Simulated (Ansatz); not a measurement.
Abridged Ansatz (a quantum-chemistry and plane-wave program) output:

```
Pseudopotential: Ba, paw, valence charge 10
Pseudopotential: Hf, paw, valence charge 26
Pseudopotential: O, paw, valence charge 6
Crystal: 5 atoms, lattice volume = 71.863 Å³
Basis set: ecut = 420 eV, 1365 PW (Γ), exchange–correlation on 60×60×60 points (8 copies of the dense FFT grid, shifted against one another)
Bands: 32, of which v1, the nominal top of the filled ones, is band 27 counted from 1 (26 counted from 0)
Symmetry: 48 space group operations
k-points: 35 of 512
Functional: x = pbesol(κ = 0.804, μ = 0.12345679012345678), c = pbesol(β = 0.046)
SCF iter   1: F=—  HF=-23152.660274 eV  |F-HF|=—  |Δ(HF+E_count)|=         —  Δρ=1.66e-2  dr2=1.68e-1  ethr=1.77e-3  ⟨swp⟩=7.6  Hψ=4928  notcnv=0
SCF iter   2: F=—  HF=-23152.618655 eV  |F-HF|=—  |Δ(HF+E_count)|=   4.16e-2  Δρ=3.53e-3  dr2=4.26e-3  ethr=3.12e-4  ⟨swp⟩=2.7  Hψ=2320  notcnv=0  defer=33
SCF 1 converged in 9 iterations: F = -23152.617809 eV  dr2 = 6.86e-11
SCF converged after 9 iterations
Free energy (F): -23152.617809 eV
Internal energy: -23152.617809 eV  (E = F + TS)
E sigma→0 (E₀):  -23152.617809 eV
Fermi energy:    13.416083 eV
--- Forces (eV/Å), atoms counted from 1 ---
  atom   1  Ba     0.00000000     0.00000000     0.00000000
  atom   2  Hf     0.00000000     0.00000000    -0.00000000
  atom   3  O      0.00000000    -0.00000000     0.00000000
  atom   4  O     -0.00000000    -0.00000000     0.00000000
  atom   5  O      0.00000000    -0.00000000     0.00000000
--- Stress (GPa, compression-positive) ---
       -0.003298      -0.000000       0.000000
        0.000000      -0.003298      -0.000000
        0.000000      -0.000000      -0.003298
  P = ⅓ Tr σ = -0.0033 GPa (-0.033 kbar)
```

What was computed, and what are the main results?

BaHfO3, 5 atoms in the cell, with PBEsol in Ansatz (plane waves to 420 eV, PAW, no spin-orbit coupling). The last SCF converged to F = -23152.617809 eV, or -4630.5236 eV per atom, at a pressure of 0.00 GPa. The total energy compares only with runs of the same code, potentials and settings.

Spin-orbit coupling, missing from the scalar runs, can matter with Hf. Stability against distortions was not tested. The base started in P4mm and relaxed to Pm-3m at this level. The cell is BaHfO3 in the cubic perovskite structure (space group Pm-3m, No. 221).
